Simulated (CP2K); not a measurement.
Short convergence ladders for Al2Ru (C2, 6 atoms in the cell)

```
CELL_PARAMETERS angstrom
      5.96299     0.00000     0.00000
      3.26662     3.79442     0.00000
      2.69636    -0.84819     3.69840
ATOMIC_POSITIONS crystal
  Al 0.07906 0.42094 0.07906
  Al 0.42094 0.07906 0.42094
  Al 0.17094 0.82906 0.17094
  Al 0.82906 0.17094 0.82906
  Ru 0.75566 0.75566 0.74434
  Ru 0.50000 0.50000 0.50000
```

Base method: LDA (Pade form), GPW, DZVP-MOLOPT-SR-GTH basis, GTH-PADE potentials (GTH_POTENTIALS) (CP2K).

Base settings: CUTOFF = 500 Ry; REL_CUTOFF = 50 Ry; SMEAR/METHOD = FERMI_DIRAC; ELECTRONIC_TEMPERATURE = 1160.45 K; KPOINTS/SCHEME = MONKHORST-PACK 3 3 3; XC_FUNCTIONAL = PADE; Al/BASIS_SET = DZVP-MOLOPT-SR-GTH; Al/POTENTIAL = GTH-PADE-q3; Ru/BASIS_SET = DZVP-MOLOPT-SR-GTH; Ru/POTENTIAL = GTH-PADE-q16.

**The setting basis**

Level: DFT LDA (Pade form), GPW, TZV2P-MOLOPT-SR-GTH basis, GTH-PADE potentials (GTH_POTENTIALS).

Moved along: Al/BASIS_SET, Ru/BASIS_SET.

The second cell is the first with its lattice scaled by 0.98.

The mesh stays at the base's, so the ladder's end is converged at best in this setting alone.

The sets are ordered by size and need not be nested.

Only quantities that move along the ladder and can be compared are tabulated.

| basis (functions) | free energy less the last step's (meV/atom) | energy of the compressed cell less the first (meV/atom) | pressure (GPa) | largest difference of a force vector from the last step's (eV/Å) |
|---|---|---|---|---|
| SZV-MOLOPT-SR-GTH (36) | 1677.91 | 31.16 | 0.50 | 0.131 |
| DZVP-MOLOPT-SR-GTH (104) | 73.58 | -51.64 | -14.97 | 0.180 |
| TZVP-MOLOPT-SR-GTH (138) | 12.27 | -8.16 | -6.74 | 0.007 |
| TZV2P-MOLOPT-SR-GTH (172) | 0.00 | -8.60 | -6.78 | 0.000 |

Coarsest basis (functions) that holds the energy of the compressed cell less the first within 1 meV/atom of the last step, with all finer ones: TZVP-MOLOPT-SR-GTH (138); the step before is off by 43 meV/atom.

Coarsest basis (functions) that holds the free energy within 5 meV/atom: not settled: the last two steps still differ by 12 meV/atom, over half the tolerance, so the ladder does not show it.

Coarsest basis (functions) that holds the pressure within 0.5 GPa of the last step, with all finer ones: TZVP-MOLOPT-SR-GTH (138); the step before is off by 8.2 GPa.

**The setting rel cutoff**

The mesh stays at the base's, so the ladder's end is converged at best in this setting alone.

Only quantities that move along the ladder and can be compared are tabulated.

| REL_CUTOFF | free energy less the last step's (meV/atom) | pressure (GPa) | largest difference of a force vector from the last step's (eV/Å) |
|---|---|---|---|
| 20 Ry | -6.51 | -15.43 | 0.047 |
| 30 Ry | 0.20 | -14.96 | 0.001 |
| 40 Ry | 0.03 | -14.97 | 0.000 |
| 50 Ry | 0.00 | -14.97 | 0.000 |
| 60 Ry | 0.00 | -14.97 | 0.000 |
| 100 Ry | 0.00 | -14.97 | 0.000 |

Coarsest REL_CUTOFF that holds the forces within 0.005 eV/Å of the last step, with all finer ones: 30 Ry; the step before is off by 0.047 eV/Å.

Coarsest REL_CUTOFF that holds the pressure within 0.05 GPa of the last step, with all finer ones: 30 Ry; the step before is off by 0.46 GPa.

Coarsest REL_CUTOFF that holds the free energy within 5 meV/atom of the last step, with all finer ones: 30 Ry; the step before is off by 6.5 meV/atom.

On the base run: the starting cell comes from a database of computed structures (which also holds hypothetical and non-ambient phases and stackings), without a prior relaxation at this level. Its lattice was rescaled by up to half a per cent. One atom was moved a little off its site on purpose. Spin polarisation is off. Values carry the incompleteness of an atom-centred basis. In the base run, with a pressure of about -15 GPa the cell is away from its equilibrium volume at this level. Without a gap this mesh is coarse (it stands for a supercell whose shortest vector is 14 Å).

Left out of this page: 1 run of the series failed or unconverged.
